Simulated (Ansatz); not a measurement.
# What biaxial strain +1.31 %, plane normal [111], relaxed out of plane does to NiO

The parent structure is NiO in the rock salt structure (space group Fm-3m, No. 225; a = 4.191 Å; ferromagnetic). Axes: x, y, z lie along the cube axes.

It is then changed as follows: biaxial strain +1.31 %, plane normal [111], relaxed out of plane (Cartesian); in-plane vectors clamped, the third vector and the atoms free.

Method: DFT with r2SCAN, PAW potentials and a 500 eV plane-wave cutoff in Ansatz (an electronic-structure program), scalar-relativistic without spin-orbit coupling, earlier PAW set. Γ-centred 13×13×13 mesh, Fermi–Dirac width 0.05 eV.

- Volume per atom: 9.32 Å³ (base 9.20 Å³)
- Shortest interatomic distance: 2.105 Å (base 2.095 Å)
- Energy relative to the base (free energy F): +3.2 meV/atom
- Band gap: 0.88 eV (base 0.85 eV)
- Gap character: indirect, T → Γ
- Magnetic state: ferromagnetic (base ferromagnetic)
- Largest site moment: 1.67 μB (base 1.67 μB)
- Out-of-plane strain: -1.27 %
- Ratio −ε⊥/ε∥: 0.97
- Mean in-plane stress (compression positive): -4.2 GPa

Cost of the whole job for the changed cell (relaxation, final SCF and bands): around 100 core-seconds (rough).

Stability against distortions was not tested. No Hubbard U is applied and the magnetic state is the run's own (NiO ferromagnetic); small cells can't hold the antiferromagnetic order that many such compounds have, so gaps and moments can be off. Where the two band edges lie in opposite spin channels, the gap is a spin-flip gap. In its common phase, real NiO is an antiferromagnetic insulator at low temperature. Labels are those of the standard path for the cell's own space group.
